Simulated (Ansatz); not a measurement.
MgZrO3 (model structure, started from the LiNbO3 type, R3c, No. 161, 10 atoms in the cell) was calculated with HSE06 (plane waves, PAW; Ansatz, a quantum-chemistry and plane-wave program).

Output (set-up and result lines):

```
WARN output.stress: scf.exx.energy_threshold = 1e-6 eV is looser than the 1e-7 eV advised for a stress under a hybrid functional (1e-8 eV for each atom of the …
Crystal: 10 atoms, lattice volume = 114.335 Å³
Basis set: ecut = 460 eV, 2591 PW (Γ), exchange–correlation on 80×80×80 points (8 copies of the dense FFT grid, shifted against one another)
Bands: 50, of which v1, the nominal top of the filled ones, is band 40 counted from 1 (39 counted from 0)
Symmetry: 6 space group operations
Space group: R3c (ITA 161), of the structure as read, at distance tolerance 4.9e-5 Å
k-points: 32 of 216 (time reversal used)
SCF iter   1: F=—  HF=-15636.001557 eV  |F-HF|=—  |Δ(HF+E_count)|=         —  Δρ=2.14e-3  dr2=1.97e-3
SCF iter   2: F=-15636.002828 eV  HF=-15636.002841 eV  |F-HF|=1.22e-5  |Δ(HF+E_count)|=   1.28e-3  Δρ=1.23e-3  dr2=8.78e-4
Crystal: 10 atoms, lattice volume = 114.335 Å³
Initial density: handed on by an earlier stage of this run
  ...
Crystal: 10 atoms, lattice volume = 114.335 Å³
SCF iter   5: F=—  HF=-15640.665184 eV  |F-HF|=—  |Δ(HF+E_count)|=   2.70e-8  Δρ=4.34e-6  dr2=1.73e-8
SCF iter   6: F=-15640.665184 eV  HF=-15640.665184 eV  |F-HF|=4.15e-10  |Δ(HF+E_count)|=   5.01e-9  Δρ=7.08e-7  dr2=4.60e-10
SCF 3 converged in 6 iterations: F = -15640.665184 eV  dr2 = 4.60e-10
Free energy (F): -15640.665184 eV
Internal energy: -15640.665184 eV  (E = F + TS)
E sigma→0 (E₀):  -15640.665184 eV
Fermi energy:    10.439442 eV
--- Forces (eV/Å), atoms counted from 1 ---
  atom   1  Mg     0.00000000    -0.00000000     0.00909433
  atom   2  Mg    -0.00000000    -0.00000000     0.00909433
  atom   3  Zr    -0.00000000     0.00000000    -0.07224929
  atom   4  Zr     0.00000000     0.00000000    -0.07224929
  atom   5  O      0.02903525     0.00558736     0.02106364
  atom   6  O     -0.01935642     0.02235158     0.02106364
  atom   7  O     -0.00967883    -0.02793894     0.02106364
  atom   8  O      0.00967883    -0.02793894     0.02106364
  atom   9  O      0.01935642     0.02235158     0.02106364
  atom  10  O     -0.02903525     0.00558736     0.02106364
--- Stress (GPa, compression-positive) ---
       -0.141452       0.000000       0.000000
        0.000000      -0.141452      -0.000000
        0.000000      -0.000000       0.154631
  P = ⅓ Tr σ = -0.0428 GPa (-0.428 kbar)
```

Write an input file that could have produced this run (the log leaves some choices open).

This is not unique; one that fits is 
Ansatz 0.2 input:
```yaml
crystal:
  lattice:
    - [2.6413883286, 1.5250062625, 4.7306932898]
    - [-2.6413883286, 1.5250062625, 4.7306932898]
    - [0.0, -3.0500125251, 4.7306932898]
  atoms:
    - { symbol: Mg, position: [0.3037686216, 0.3037686216, 0.3037686216] }
    - { symbol: Mg, position: [0.8037686216, 0.8037686216, 0.8037686216] }
    - { symbol: Zr, position: [0.0159866539, 0.0159866539, 0.0159866539] }
    - { symbol: Zr, position: [0.5159866539, 0.5159866539, 0.5159866539] }
    - { symbol: O, position: [0.7129393388, 0.1111088764, 0.4064865093] }
    - { symbol: O, position: [0.4064865093, 0.7129393388, 0.1111088764] }
    - { symbol: O, position: [0.1111088764, 0.4064865093, 0.7129393388] }
    - { symbol: O, position: [0.9064865093, 0.6111088764, 0.2129393388] }
    - { symbol: O, position: [0.2129393388, 0.9064865093, 0.6111088764] }
    - { symbol: O, position: [0.6111088764, 0.2129393388, 0.9064865093] }
basis:
  ecutwfc: 460
  ecutrho_ratio: 4
  xc_grid: 2
kpoints:
  mp_grid: { grid: [6, 6, 6] }
  band_path:
    path:
      - [0, 0, 0]
      - [0, 0.27598, -0.27598]
      - [0, 0.321976, -0.321976]
    npoints: 1
hamiltonian:
  xc: hse06
  dispersion: none
  pseudopotentials: { kind: paw }
scf:
  occupations: { method: fermi_dirac, width: 0.01 }
  convergence: { dr2_threshold: 0.000000001 }
output:
  forces: true
  stress: true
  eigenvalues: true
  write_bands: true
```

The PAW data were made under PBE.

Note: the relaxation could raise the start's symmetry but not lower it, so the cell can be a saddle point. Note: cell and atoms aren't relaxed at this level (largest force component 0.07 eV/Å).

A model structure was made by putting elements into a prototype or built by hand; it is no filed structure, need not be a known phase, and can be a saddle point held by its symmetry.
